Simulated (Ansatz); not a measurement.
The parent structure is YN in the rock salt structure (space group Fm-3m, No. 225; a = 4.9060 Å).

Levels (all Ansatz, a first-principles code, PAW, earlier PAW set): PBE (420 eV, scalar-relativistic without spin-orbit coupling); PBEsol (420 eV, spin-orbit coupling left out).

Levels that relaxed their own cell: PBE and PBEsol.

```
level   lattice parameter a
------  -------------------
PBE                 4.906 Å
PBEsol              4.856 Å
```

Measured: lattice parameter a 4.877 Å (temperature not stated; as listed in G. Soto, M.G. Moreno-Armenta, A. Reyes-Serrato, Computational Materials Science (2007)).

Computed minus measured — lattice parameter a: PBE +0.6 %, PBEsol -0.4 %. Measured values not marked as corrected hold thermal and zero-point effects that the static-lattice runs lack.

Stability against distortions was not tested.
